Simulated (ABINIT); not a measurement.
# ABINIT run on ZnSe (F-43m, 2 atoms in the cell): self-consistent single point

Method of the run: PBE, PAW (JTH v2.0 PBE PAW) (plane waves; ABINIT).

Input:

```
# ZnSe, JTH v2.0 PBE PAW
pp_dirpath "./"
pseudos "Zn.GGA_PBE-JTH.xml, Se.GGA_PBE-JTH.xml"
acell 3*1.0
rprim
        -0.0000000000    5.4381858113    5.4381858113
         5.4381858113    0.0000000000    5.4381858113
         5.4381858113    5.4381858113   -0.0000000000
natom 2
ntypat 2
znucl 30 34
typat 1 2
xcart
         0.0000000000    0.0000000000    0.0000000000
         4.3166460000    4.3166460000    4.3166460000
      Angstrom
ecut 60 Ry
pawecutdg 120 Ry
pawxcdev 0
ixc 11
occopt 1
nband 11
kptopt 1
ngkpt 8 8 8
nshiftk 1
shiftk 0.5 0.5 0.5
chksymbreak 0
nstep 60
tolvrs 1.0e-11
prtwf 0
prtden 0
prtvol 1
```

The program printed (abridged):

```
 Symmetries : space group F-4 3 m (#216); Bravais cF (face-center cubic)

 -outvars: echo values of preprocessed input variables --------
            acell      1.0000000000E+00  1.0000000000E+00  1.0000000000E+00 Bohr
      chksymbreak           0
             ecut      3.00000000E+01 Hartree
              ixc          11
         kptrlatt        8    0    0      0    8    0      0    0    8
          kptrlen      6.15260490E+01
            natom           2
            nband          11
            ngfft          40      40      40
          ngfftdg          54      54      54
             nkpt          60
            nstep          60
             nsym          24
           ntypat           2
        pawecutdg      6.00000000E+01 Hartree
         pawxcdev           0
            rprim     -0.0000000000E+00  5.4381858113E+00  5.4381858113E+00
                       5.4381858113E+00  0.0000000000E+00  5.4381858113E+00
                       5.4381858113E+00  5.4381858113E+00 -0.0000000000E+00
           shiftk      5.00000000E-01  5.00000000E-01  5.00000000E-01
          spgroup         216
           tolvrs      1.00000000E-11
            typat      1  2
           useylm           1
             xred      0.0000000000E+00  0.0000000000E+00  0.0000000000E+00
                       7.5000000000E-01  7.5000000000E-01  7.5000000000E-01
            znucl       30.00000   34.00000

== DATASET  1 ==================================================================

 Exchange-correlation functional for the present dataset will be:
  GGA: Perdew-Burke-Ernzerhof functional - ixc=11
 Citation for XC functional:
  J.P.Perdew, K.Burke, M.Ernzerhof, PRL 77, 3865 (1996)

 Real(R)+Recip(G) space primitive vectors, cartesian coordinates (Bohr,Bohr^-1):
 R(1)=  0.0000000  5.4381858  5.4381858  G(1)= -0.0919424  0.0919424  0.0919424
 R(2)=  5.4381858  0.0000000  5.4381858  G(2)=  0.0919424 -0.0919424  0.0919424
 R(3)=  5.4381858  5.4381858  0.0000000  G(3)=  0.0919424  0.0919424 -0.0919424
 Unit cell volume ucvol=  3.2165635E+02 bohr^3
 Angles (23,13,12)=  6.00000000E+01  6.00000000E+01  6.00000000E+01 degrees

 Coarse grid specifications (used for wave-functions):

 getcut: wavevector=  0.0000  0.0000  0.0000  ngfft=  40  40  40
         ecut(hartree)=     30.000   => boxcut(ratio)=   2.10943

 Fine grid specifications (used for densities):

 getcut: wavevector=  0.0000  0.0000  0.0000  ngfft=  54  54  54
         ecut(hartree)=     60.000   => boxcut(ratio)=   2.01434

   7.09926356E+02                                ecore*ucvol(ha*bohr**3)

 newkpt: prtvol=0 or 1, do not print more k-points.
_setup2: Arith. and geom. avg. npw (full set) are    2524.777    2524.757

--- !BeginCycle
solver: {iscf: 17, nstep: 60, nline: 4, wfoptalg: 10, }
tolerances: {tolvrs: 1.00E-11, }
...

     iter   Etot(hartree)      deltaE(h)  residm     nres2
 ETOT  1  -73.219036171786    -7.322E+01 5.736E+00 5.224E+00
 ETOT  2  -73.958445590590    -7.394E-01 8.596E-01 4.737E+00
 ETOT  3  -73.944688358260     1.376E-02 1.809E-01 1.956E+00
 ETOT  4  -73.942740894422     1.947E-03 5.650E-02 4.117E-01
 ETOT  5  -73.942207463718     5.334E-04 3.213E-02 6.707E-02
 ETOT  6  -73.942320049924    -1.126E-04 8.356E-03 7.685E-03
   [... 9 lines left out ...]
 ETOT 16  -73.942348091918     2.542E-10 8.257E-05 6.608E-09
 ETOT 17  -73.942348091976    -5.812E-11 1.129E-04 3.778E-10
 ETOT 18  -73.942348091977    -1.251E-12 3.814E-05 1.153E-10
 ETOT 19  -73.942348091979    -1.705E-12 8.213E-05 7.706E-11
 ETOT 20  -73.942348091978     3.126E-13 2.712E-05 1.213E-12

 At SCF step   20       nres2   =  1.21E-12 < tolvrs=  1.00E-11 =>converged.

 Cartesian components of stress tensor (hartree/bohr^3)
  sigma(1 1)=  2.28238252E-05  sigma(3 2)=  0.00000000E+00
  sigma(2 2)=  2.28238252E-05  sigma(3 1)=  0.00000000E+00
  sigma(3 3)=  2.28238252E-05  sigma(2 1)=  0.00000000E+00

 ----iterations are completed or convergence reached----

 reduced coordinates (array xred) for    2 atoms
       0.000000000000      0.000000000000      0.000000000000
       0.750000000000      0.750000000000      0.750000000000
 cartesian forces (eV/Angstrom) at end:
    1     -0.00000000000000    -0.00000000000000    -0.00000000000000
    2     -0.00000000000000    -0.00000000000000    -0.00000000000000
 frms,max,avg= 0.0000000E+00 0.0000000E+00   0.000E+00  0.000E+00  0.000E+00 e/A
 length scales=  1.000000000000  1.000000000000  1.000000000000 bohr
              =  0.529177208590  0.529177208590  0.529177208590 angstroms
 Fermi (or HOMO) energy (hartree) =   0.07769   Average Vxc (hartree)=  -0.32961
 Eigenvalues (hartree) for nkpt=  60  k points:
 kpt#   1, nband= 11, wtk=  0.00391, kpt=  0.0625  0.0625  0.0625 (reduced coord)
  -0.39689   -0.15540   -0.15533   -0.15533   -0.14338   -0.14338    0.06143    0.07769
   0.07769    0.13509    0.29104
 prteigrs : prtvol=0 or 1, do not print more k-points.

--- !EnergyTerms
comment             : Components of total free energy in Hartree
kinetic             :  9.94373193247985E+00
hartree             :  2.25495869767331E+01
xc                  : -8.03562651661284E+00
Ewald energy        : -4.32476006552465E+01
psp_core            :  2.20709576020187E+00
local_psp           : -7.69658375967448E+01
spherical_terms     :  1.96063018584819E+01
total_energy        : -7.39423482407073E+01
total_energy_eV     : -2.01207362148768E+03
...

-Cartesian components of stress tensor (GPa)         [Pressure= -6.7150E-01 GPa]
- sigma(1 1)=  6.71500008E-01  sigma(3 2)=  0.00000000E+00
- sigma(2 2)=  6.71500008E-01  sigma(3 1)=  0.00000000E+00
- sigma(3 3)=  6.71500008E-01  sigma(2 1)=  0.00000000E+00

 Calculation completed.
```

The run converged in 20 iterations.

The starting cell comes from a database of computed structures (which also holds hypothetical and non-ambient phases and stackings), without a prior relaxation at this level. Its lattice was rescaled by a random factor within 2.5 % of one.

Cost on one core of a shared machine: roughly 3 min.
